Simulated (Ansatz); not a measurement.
# YN: Y interstitial (started 2.12 Å from the nearest host atom)

The parent structure is an 8-atom supercell of YN in the rock salt structure (space group Fm-3m, No. 225; a = 4.896 Å) at its relaxed geometry.

The change: one Y atom is added in an open site, starting 2.12 Å from the nearest host atom, atoms relaxed at fixed cell, starting from a slightly rattled geometry.

Level of theory: DFT with r2SCAN, PAW potentials and a 500 eV plane-wave cutoff in Ansatz (an electronic-structure program), without spin-orbit coupling. k-mesh 5×5×5 (Γ-centred); smearing 0.01 eV (Fermi–Dirac).

| quantity | base | changed | shift |
|---|---|---|---|
| pressure | 0.0 GPa | 41.9 GPa | +41.9 GPa |
| final site of the added atom | – | 4 N at 2.12 Å (tetrahedral) | – |

Final structure:

```
CELL_PARAMETERS angstrom
     -4.89567     0.00000     0.00000
      0.00000     0.00000     4.89567
      0.00000     4.89567     0.00000
ATOMIC_POSITIONS crystal
  N  0.00175 0.00024 0.99962
  N  0.50139 0.00021 0.49931
  N  0.50140 0.49990 0.99965
  N  0.00173 0.49989 0.49929
  Y  0.54145 0.53994 0.53935
  Y  0.96168 0.53994 0.95960
  Y  0.96169 0.96018 0.53936
  Y  0.54145 0.96016 0.95959
  Y  0.25157 0.25005 0.24948
```

Other magnetic orders, which the real material may have, were not ruled out. The cell is small, so the values are those of an ordered compound at a high defect concentration; dilute-limit values will differ. A case with no gap was solved on a k-mesh chosen for an insulator, which is coarse for it. Starting moments died away, wholly or in part, for Y interstitial (started 2.12 Å from the nearest host atom); another magnetic solution may exist. The defect cell is spin-polarised and ends with 0.1 μB.
